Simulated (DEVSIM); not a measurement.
# abrupt Si n-p junction

Device: abrupt Si n-p junction, at 450 K.

| layer (left to right) | material | thickness (μm) | Nd (cm⁻³) | Na (cm⁻³) | τn (s) | τp (s) |
|---|---|---|---|---|---|---|
| 1 | Si | 37.0 | 7.7e18 | - | 4.6e-7 | 4.6e-7 |
| 2 | Si | 26.0 | - | 2.8e14 | 4.6e-7 | 4.6e-7 |

Left contact: ohmic. Right contact: ohmic. Voltage is applied to the left contact. Recombination: SRH at mid-gap, radiative, Auger. Mobility is constant in doping.

The device is made up for the run: typed textbook-type constants, with dimensions and the other settings drawn at random. Values at 300 K; Nc and Nv go as T^1.5, mobilities as T to minus their exponent, the gap by Varshni's rule with the affinity fixed.

| parameter | Si |
|---|---|
| gap (eV) | 1.124 |
| affinity (eV) | 4.05 |
| permittivity | 11.7 |
| Nc (cm⁻³) | 2.86e19 |
| Nv (cm⁻³) | 3.1e19 |
| μn (cm²/Vs) | 1417 |
| μp (cm²/Vs) | 470 |
| T exponent of μn | 2.3 |
| T exponent of μp | 2.2 |
| B (cm³/s) | 4.7e-15 |
| Cn (cm⁶/s) | 2.8e-31 |
| Cp (cm⁶/s) | 9.9e-32 |
| Varshni α (eV/K) | 0.000473 |
| Varshni β (K) | 636 |

Model (solved in DEVSIM): 1D drift-diffusion, Boltzmann statistics, complete ionisation; no tunnelling, impact ionisation, image-force lowering or self-heating.

```
Quantity                                             Value
---------------------------------------------  -----------
Potential step across the device at zero bias      0.534 V
Largest field in the device at zero bias       190000 V/cm
Dark forward voltage at 1 A/cm²                    0.207 V
Dark forward voltage at 100 A/cm²                  0.586 V
```

Dark forward current:

(V (V), J (A/cm²)): (-0.05, -0.032); (-0.10, -0.13); (-0.15, -0.37); (-0.20, -0.89); (-0.30, -3.9); (-0.35, -7.5); (-0.40, -14); (-0.45, -24); (-0.50, -42); (-0.55, -70); (-0.60, -110); (-0.70, -270); (-0.75, -380); (-0.80, -510); (-0.85, -640); (-0.90, -770); (-0.95, -880); (-1.05, -1100); (-1.10, -1100); (-1.15, -1200); (-1.20, -1300); (-1.25, -1400); (-1.30, -1400); (-1.35, -1500); (-1.45, -1600); (-1.50, -1600); (-1.55, -1700); (-1.60, -1700)
